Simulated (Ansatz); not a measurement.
**Hypothetical rutile HfS2, pressure series**

The parent structure is HfS2 in the rutile structure (space group P4_2/mnm, No. 136; a = 6.0239 Å, c = 3.6521 Å; a hypothetical phase, not in the database extracts checked).

Cell and atoms are relaxed at each pressure.

Method: plane-wave PAW DFT at the PBEsol level (Ansatz, a first-principles code, 420 eV), spin-orbit coupling left out, earlier PAW set.

Notes on the quantities. enthalpy: H = E + PV relative to the base's energy.

| change | band gap | enthalpy | volume per atom |
|---|---|---|---|
| base | 0.26 eV | – | 22.09 Å³ |
| pressure −1 GPa | 0.29 eV | -0.14 eV/atom | 22.32 Å³ |
| pressure 1.8 GPa | 0.21 eV | +0.25 eV/atom | 21.69 Å³ |
| pressure 4.2 GPa | 0.15 eV | +0.57 eV/atom | 21.23 Å³ |
| pressure 9 GPa | zero | +1.19 eV/atom | 20.42 Å³ |
| pressure 18 GPa | zero | +2.30 eV/atom | 19.24 Å³ |
| pressure 30 GPa | zero | +3.70 eV/atom | 18.03 Å³ |
| pressure 45 GPa | zero | +5.33 eV/atom | 16.88 Å³ |
| pressure 60 GPa | zero | +6.87 eV/atom | 15.99 Å³ |

The mesh was chosen for an insulator and is coarse for the gapless case. With Hf present, leaving out spin-orbit coupling can change the band edges. Load acts through the strain it causes; cell and atoms are relaxed under it. Whether these cells are dynamically stable was not tested. No other phases were tried under pressure. All final runs are without spin polarisation. Gaps under 0.05 eV, about the width of the smearing, are given as zero. The zero or small gap of HfS2 can change with the level of theory.
